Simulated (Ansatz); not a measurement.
Results of BLYP in Ansatz (PAW) for double-hcp La.

Input:

Ansatz 0.2 input:
```yaml
crystal:
  lattice:
    - [1.9300258921, -3.342902905, 0.0]
    - [1.9300258921, 3.342902905, 0.0]
    - [0.0, 0.0, 12.3911709602]
  atoms:
    - { symbol: La, position: [0.0, 0.0, 0.5] }
    - { symbol: La, position: [0.0, 0.0, 0.0] }
    - { symbol: La, position: [0.3333333333, 0.6666666667, 0.25] }
    - { symbol: La, position: [0.6666666667, 0.3333333333, 0.75] }
basis:
  ecutwfc: 520
  ecutrho_ratio: 4
  xc_grid: 2
kpoints:
  mp_grid: { grid: [18, 18, 6] }
hamiltonian:
  xc: blyp
  dispersion: none
  pseudopotentials: { kind: paw }
scf:
  occupations: { method: fermi_dirac, width: 0.05 }
  convergence: { dr2_threshold: 0.0000000004 }
output:
  forces: true
  stress: true
  eigenvalues: true
```

Excerpt of the program's output:

```
Crystal: 4 atoms, lattice volume = 159.893 Å³
Basis set: ecut = 520 eV, 4289 PW (Γ), exchange–correlation on 60×60×192 points (8 copies of the dense FFT grid, shifted against one another)
Bands: 27, of which v1, the nominal top of the filled ones, is band 22 counted from 1 (21 counted from 0)
Symmetry: 24 space group operations
Space group: P63/mmc (ITA 194), of the structure as read, at distance tolerance 5.4e-5 Å
k-points: 148 of 1944
Functional: x = b88, c = lyp
SCF iter   1: F=—  HF=-25075.866749 eV  |F-HF|=—  |Δ(HF+E_count)|=         —  Δρ=4.31e-3  dr2=4.56e-2
SCF iter   2: F=—  HF=-25075.867762 eV  |F-HF|=—  |Δ(HF+E_count)|=   1.01e-3  Δρ=2.50e-3  dr2=1.58e-2
  ...
SCF iter   8: F=—  HF=-25075.873257 eV  |F-HF|=—  |Δ(HF+E_count)|=   6.61e-8  Δρ=1.35e-6  dr2=3.24e-9
SCF iter   9: F=-25075.873257 eV  HF=-25075.873257 eV  |F-HF|=1.60e-10  |Δ(HF+E_count)|=   4.45e-9  Δρ=3.28e-7  dr2=1.97e-10
SCF 1 converged in 9 iterations: F = -25075.873257 eV  dr2 = 1.97e-10
SCF converged after 9 iterations
Free energy (F): -25075.873257 eV
Internal energy: -25075.811217 eV  (E = F + TS)
E sigma→0 (E₀):  -25075.842237 eV
Fermi energy:    10.647781 eV
--- Forces (eV/Å), atoms counted from 1 ---
  atom   1  La     0.00000000     0.00000000     0.00000000
  atom   2  La     0.00000000     0.00000000     0.00000000
  atom   3  La    -0.00000000    -0.00000000    -0.00000000
  atom   4  La    -0.00000000     0.00000000     0.00000000
--- Stress (GPa, compression-positive) ---
        0.002542       0.000000      -0.000000
        0.000000       0.002542       0.000000
       -0.000000       0.000000      -0.002644
  P = ⅓ Tr σ = 0.0008 GPa (0.008 kbar)
```

The PAW data were made under PBE.

Ansatz is a quantum-chemistry and plane-wave program.
